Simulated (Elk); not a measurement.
Worked example: self-consistent single point of CuCl (F-43m, 2 atoms in the cell) in Elk.

Method of the run: PBE, all-electron FP-LAPW, Elk's shipped species files, default APW+lo basis run with Elk.

```
CELL_PARAMETERS angstrom
      0.00000     2.70500     2.70500
      2.70500     0.00000     2.70500
      2.70500     2.70500     0.00000
ATOMIC_POSITIONS crystal
  Cu 0.00000 0.00000 0.00000
  Cl 0.25000 0.25000 0.25000
```

Reference input (self-consistent single point, DFT, PBE, all-electron FP-LAPW, Elk's shipped species files, default APW+lo basis): xctype = 20; swidth = 0.00183747 Ha; ngridk = 9 9 9; rmtscf = 0.9; maxscl = 100. This run's input differs from it in these lines:…

```diff
@@ -33,3 +33,3 @@
 ngridk
-  9 9 9
+  6 6 6
```

Output (repeated stretches shortened):

```
│ Self-consistent loop started │
│ Loop number : 1 │
 total energy                :     -2112.80979614
│ Loop number : 2 │
 total energy                :     -2112.87953941
RMS change in Kohn-Sham potential (target) :   0.3960398220     (  0.1000000000E-05)
Absolute change in total energy (target)   :   0.6974327640E-01 (  0.1000000000E-03)
│ Loop number : 3 │
 total energy                :     -2119.51915276
RMS change in Kohn-Sham potential (target) :   0.3046383689     (  0.1000000000E-05)
Absolute change in total energy (target)   :    6.657049166     (  0.1000000000E-03)
│ Loop number : 4 │
   [... lines left out ...]
Absolute change in total energy (target)   :   0.1055056764E-02 (  0.1000000000E-03)
│ Loop number : 17 │
 total energy                :     -2116.66561089
RMS change in Kohn-Sham potential (target) :   0.2512950663E-05 (  0.1000000000E-05)
Absolute change in total energy (target)   :   0.3415386605E-03 (  0.1000000000E-03)
│ Loop number : 18 │
 total energy                :     -2116.66557508
RMS change in Kohn-Sham potential (target) :   0.5075039626E-06 (  0.1000000000E-05)
Absolute change in total energy (target)   :   0.4958126829E-04 (  0.1000000000E-03)
Convergence targets achieved

│ Loop number : 19 │

Energies :
 Fermi                       :     0.146621464922
 total energy                :     -2116.66557206

Density of states at Fermi energy :   0.1155487389
 (states/Hartree/unit cell)

Estimated indirect band gap :   0.1911223885E-01
 from k-point      1 to k-point      1
Estimated direct band gap   :   0.1911223885E-01
 at k-point      1

Charges :
 core                        :    22.00000000
 valence                     :    24.00000000
 interstitial                :    3.315895104
 muffin-tins (core leakage)
  species :    1 (Cu)
   atom    1                 :    27.69021924     (  0.6341538522E-03)
  species :    2 (Cl)
   atom    1                 :    14.99388566     (  0.7787581317E-04)
 total in muffin-tins        :    42.68410490
 total calculated charge     :    45.99139426
 total charge                :    46.00000000
 error                       :   0.8605740346E-02

│ Self-consistent loop stopped │
```

The run converged in 19 iterations. The count includes the last loop, which Elk runs after its targets are met. Against the reference run the free energy rises by 2.9 meV/atom and the gap on the mesh moves little (0.521 to 0.520 eV).

The starting cell has typed, rounded lattice constants, without a prior relaxation at this level. Values depend on the basis (sphere radii, cutoffs, local orbitals), which need not be converged.
